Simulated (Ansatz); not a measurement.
InSe (P6₃/mmc, No. 194, 8 atoms in the cell; start mp-20485; a measured phase of this formula has another space group), treated with HSE06 in Ansatz (PAW).

Run with plane-wave cutoff 460 eV, 6×6×2 k mesh (along the axes of the cell as run), Fermi–Dirac smearing 0.01 eV, scalar-relativistic PAW data made under PBE.

Cell (relaxed with PBEsol):

```
InSe
1.0
    4.00585     0.00000     0.00000
   -2.00293     3.46917     0.00000
    0.00000     0.00000    16.99700
In Se
4 4
Direct
  0.33333   0.66667   0.33169
  0.66667   0.33333   0.66831
  0.66667   0.33333   0.83169
  0.33333   0.66667   0.16831
  0.33333   0.66667   0.59306
  0.66667   0.33333   0.40694
  0.66667   0.33333   0.09306
  0.33333   0.66667   0.90694
```

Question: Estimate the band gap that the calculation returns.

Answer: 
band gap: 1.28 eV (on the SCF k mesh)

Note: cell and atoms aren't relaxed at this level (largest force component 0.15 eV/Å, pressure 0.8 GPa); the cell has widely spaced layers and the level no dispersion term, so their spacing and the moduli can rest on weak binding.

Spin–orbit coupling is not included.

A start named mp-… is a Materials Project structure, which need not be a measured phase.

Ansatz is a first-principles code.
